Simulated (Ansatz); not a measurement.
Base system: HfS2 in the CdI2 type structure (space group P-3m1, No. 164; a = 3.547 Å, c = 5.577 Å; layered, stacked along the Cartesian z axis).

Modification: cell and atoms relaxed at a pressure of 4.2 GPa.

Levels (all Ansatz, a first-principles code, PAW): PBEsol-D3(BJ) (420 eV, no SOC); HSE06+SOC (420 eV, spin-orbit coupling included).

The geometry is relaxed with PBEsol-D3(BJ).

| Quantity | Result |
|---|---|
| PBEsol-D3(BJ) band gap | zero |

With HSE06+SOC at the same geometry, the valence-band top at Γ (three highest Kramers pairs, from the VBM) is 0.00, -0.46, -0.66 eV; the band gap goes from zero to 0.79 eV.

Single points use the geometry relaxed with PBEsol-D3(BJ). HSE06 gaps are upper bounds (no full band path). The spin-orbit shifts are approximate. Spin-orbit coupling, missing from the scalar runs, can matter with Hf. Load acts through the strain it causes; cell and atoms are relaxed under it. Whether these cells are dynamically stable was not tested. The runs without spin-orbit coupling are not spin-polarised. Gaps under 0.05 eV, about the width of the smearing, are given as zero. The zero or small gap of HfS2 under pressure 4.2 GPa can change with the level of theory.
